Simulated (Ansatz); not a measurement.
**HgS: biaxial strain −2.50 %, plane normal [001], relaxed out of plane**

Consider HgS in the zinc blende structure (space group F-43m, No. 216; a = 5.8759 Å). Axes: x, y, z lie along the cube axes.

One thing is altered: biaxial strain −2.50 %, plane normal [001], relaxed out of plane (Cartesian); in-plane vectors clamped, the third vector and the atoms free.

The values are results of PBEsol (Ansatz, a program for electronic structure, PAW, no spin-orbit coupling), not measurements. k-mesh 10×10×10 (Γ-centred); smearing 0.05 eV (Fermi–Dirac).

Space group: I-4m2 (No. 119) (base F-43m (No. 216))
Shortest interatomic distance: 2.535 Å (base 2.544 Å)
Energy relative to the base (free energy F): +4.3 meV/atom
Band gap: zero (base zero)
Out-of-plane strain: +3.78 % (rough)
Mean in-plane stress (compression positive): +1.1 GPa (rough)

The mesh was chosen for an insulator and is coarse for the gapless case. Without a gap, meshes like the base's 10×10×10 leave anisotropic stresses uncertain by several tenths of a GPa, and small strain energies with them. Spin-orbit coupling, missing from the scalar runs, can matter with Hg. Whether these cells are dynamically stable was not tested. The final runs are not spin-polarised. The zero or small gap of HgS can change with the level of theory.
